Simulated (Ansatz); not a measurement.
Data:

```xyz
2
Lattice="0.0000 3.1681 3.1681 3.1681 0.0000 3.1681 3.1681 3.1681 0.0000" Properties=species:S:1:pos:R:3 pbc="T T T"
Mg     0.0000     0.0000     0.0000
Te     1.5841     1.5841     1.5841
```

No spin polarisation.

Calculations: LDA/PAW in Ansatz (a quantum-chemistry and plane-wave program), spin-orbit coupling left out. k-mesh 9×9×9 (Γ-centred); smearing 0.05 eV (Fermi–Dirac).

Q: What band gap does the calculation give?

A: 2.45 eV.

Q: What is the computed electron mass?

A: 0.16 mₑ (at Γ).

Q: What is the computed gap character?

A: Direct at Γ.

Spin-orbit coupling, missing from the scalar runs, can matter with Te. The cells carry an imposed strain or load. Masses are band curvatures over ±0.01 Å⁻¹ around the edge. Whether these cells are dynamically stable was not tested. The cell was made from MgTe in the zinc blende structure (space group F-43m, No. 216) by this change: isotropic strain −0.50 %.
